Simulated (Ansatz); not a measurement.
**BaTiO₃ in the cubic perovskite structure (space group Pm-3m, No. 221)**

Space group Pm-3m (No. 221); a = b = c = 3.970 Å, α = β = γ = 90.00°

```
atom  site  symmetry       x       y       z
----  ----  --------  ------  ------  ------
Ba      1a      m-3m  0.0000  0.0000  0.0000
Ti      1b      m-3m  0.5000  0.5000  0.5000
O       3c    4/mm.m  0.0000  0.5000  0.5000
```

Level of theory: PBEsol (Ansatz, a quantum-chemistry and plane-wave program; PAW; 420 eV plane waves; scalar-relativistic without spin-orbit coupling). k-mesh 8×8×8 (Γ-centred); smearing 0.05 eV (Fermi–Dirac).

```yaml
volume_per_atom: 12.51 Å³
density: 6.19 g/cm³
band_gap: 1.82 eV, indirect, R → Γ
Lowest conduction-band minima above the VBM: Γ 1.82 eV
total_energy: -2005.493 eV/atom (σ→0; compares only within this code and set-up)
```

Stability against distortions was not tested. All final runs are without spin polarisation. Many cubic perovskites are stable only at high temperature; tilts and polar distortions were not tested. This is not the structure that BaTiO3 has at room temperature and ambient pressure.
